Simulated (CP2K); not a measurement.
**Short convergence ladders for Cd2SeS (P3m1, 4 atoms in the cell)**

```
Cd2SeS
1.0
    4.31054     0.00000     0.00000
   -2.15527     3.73304     0.00000
    0.00000     0.00000     7.02889
Cd Se S
2 1 1
Cartesian
  0.00000   0.00000   3.49577
  0.00000   2.48869   0.06776
  0.00000   2.48869   4.39833
  0.00000   0.00000   0.86020
```

Base method: CP2K 2026.2 with PBEsol, GPW, DZVP-MOLOPT-SR-GTH basis, GTH-PBE potentials (GTH_POTENTIALS).

Base settings: CUTOFF = 500 Ry; REL_CUTOFF = 40 Ry; SMEAR/METHOD = FERMI_DIRAC; ELECTRONIC_TEMPERATURE = 580.23 K; KPOINTS/SCHEME = MONKHORST-PACK 3 3 2; GAMMA_CENTERED = T; XC_FUNCTIONAL = PBE:PBESOL; Cd/BASIS_SET = DZVP-MOLOPT-SR-GTH; Cd/POTENTIAL = GTH-PBE-q12; Se/BASIS_SET = DZVP-MOLOPT-SR-GTH.

**The k-point mesh**

Moved along: GAMMA_CENTERED.

The second cell is the first with its lattice scaled by 0.98.

Only quantities that move along the ladder and can be compared are tabulated.

```csv
KPOINTS/SCHEME,free energy less the last step's (meV/atom),energy of the compressed cell less the first (meV/atom),pressure (GPa),largest difference of a force vector from the last step's (eV/Å),gap on the mesh (eV)
MONKHORST-PACK 2 2 1,236.84,4.38,-1.11,0.229,0.454
MONKHORST-PACK 3 3 2,49.78,-1.97,-1.70,0.062,0.524
MONKHORST-PACK 4 4 3,11.79,-4.83,-1.96,0.015,0.545
MONKHORST-PACK 6 6 3,1.70,-5.79,-2.04,0.001,0.554
MONKHORST-PACK 7 7 4,0.53,-5.86,-2.04,0.001,0.555
MONKHORST-PACK 9 9 5,0.12,-5.86,-2.04,0.000,0.556
MONKHORST-PACK 11 11 6,0.04,-5.85,-2.04,0.000,0.556
MONKHORST-PACK 13 13 7,0.01,-5.85,-2.04,0.000,0.556
MONKHORST-PACK 16 16 9,0.00,-5.84,-2.04,0.000,0.556
```

Coarsest KPOINTS/SCHEME that holds the pressure within 0.1 GPa of the last step, with all finer ones: MONKHORST-PACK 4 4 3; the step before is off by 0.34 GPa.

Coarsest KPOINTS/SCHEME that holds the forces within 0.01 eV/Å of the last step, with all finer ones: MONKHORST-PACK 6 6 3; the step before is off by 0.015 eV/Å.

Coarsest KPOINTS/SCHEME that holds the energy of the compressed cell less the first within 0.2 meV/atom of the last step, with all finer ones: MONKHORST-PACK 6 6 3; the step before is off by 1.0 meV/atom.

The energy difference between the two cells stays within 1 meV/atom of the last step's from MONKHORST-PACK 6 6 3 on, the total only from MONKHORST-PACK 7 7 4 on: much of the error is common to both cells and cancels.

**Shifted k-point meshes**

In this ladder: GAMMA_CENTERED = default.

Only quantities that move along the ladder and can be compared are tabulated.

```csv
KPOINTS/SCHEME,free energy less the last step's (meV/atom),pressure (GPa),largest difference of a force vector from the last step's (eV/Å)
MACDONALD 2 2 1 0 0 0.5,-21.00,-2.20,0.222
MONKHORST-PACK 4 4 2,-3.05,-2.05,0.014
MACDONALD 5 5 3 0.1 0.1 0.1666666667,-1.29,-2.05,0.003
MONKHORST-PACK 6 6 4,-0.35,-2.04,0.001
MONKHORST-PACK 8 8 4,-0.11,-2.04,0.000
MONKHORST-PACK 10 10 6,-0.02,-2.04,0.000
MACDONALD 13 13 7 0.03846153846 0.03846153846 0.07142857143,-0.01,-2.04,0.000
MACDONALD 17 17 9 0.02941176471 0.02941176471 0.05555555556,0.00,-2.04,0.000
```

Coarsest KPOINTS/SCHEME that holds the free energy within 5 meV/atom of the last step, with all finer ones: MONKHORST-PACK 4 4 2; the step before is off by 21 meV/atom.

Coarsest KPOINTS/SCHEME that holds the pressure within 0.05 GPa of the last step, with all finer ones: MONKHORST-PACK 4 4 2; the step before is off by 0.16 GPa.

Coarsest KPOINTS/SCHEME that holds the forces within 0.01 eV/Å of the last step, with all finer ones: MACDONALD 5 5 3 0.1 0.1 0.1666666667; the step before is off by 0.014 eV/Å.

**The width of Fermi-Dirac smearing**

The mesh stays at the base's, so the ladder's end is converged at best in this setting alone.

Only quantities that move along the ladder and can be compared are tabulated; the gap is left out on so coarse a mesh.

| ELECTRONIC_TEMPERATURE | free energy less the last step's (meV/atom) | pressure (GPa) | largest difference of a force vector from the last step's (eV/Å) |
|---|---|---|---|
| 5802.26 K | -46.04 | -1.03 | 0.054 |
| 2320.9 K | -5.03 | -1.55 | 0.039 |
| 1160.45 K | -0.62 | -1.67 | 0.012 |
| 232.09 K | 0.00 | -1.70 | 0.000 |

Widest ELECTRONIC_TEMPERATURE that holds the free energy within 2 meV/atom of the last step, with all finer ones: 1160.45 K; the step before is off by 5.0 meV/atom.

Widest ELECTRONIC_TEMPERATURE that holds the forces within 0.02 eV/Å: not settled: the last two steps still differ by 0.012 eV/Å, over half the tolerance, so the ladder does not show it.

Widest ELECTRONIC_TEMPERATURE that holds the pressure within 0.5 GPa of the last step, with all finer ones: 2320.9 K; the step before is off by 0.67 GPa.

On the base run: the starting cell comes from a database of computed structures (which also holds hypothetical and non-ambient phases and stackings), without a prior relaxation at this level. Its lattice was rescaled by up to half a per cent. One atom was moved a little off its site on purpose. Values carry the incompleteness of an atom-centred basis. The potentials were made for another functional than the one used.

Left out of this page: 1 run of the series failed or unconverged.
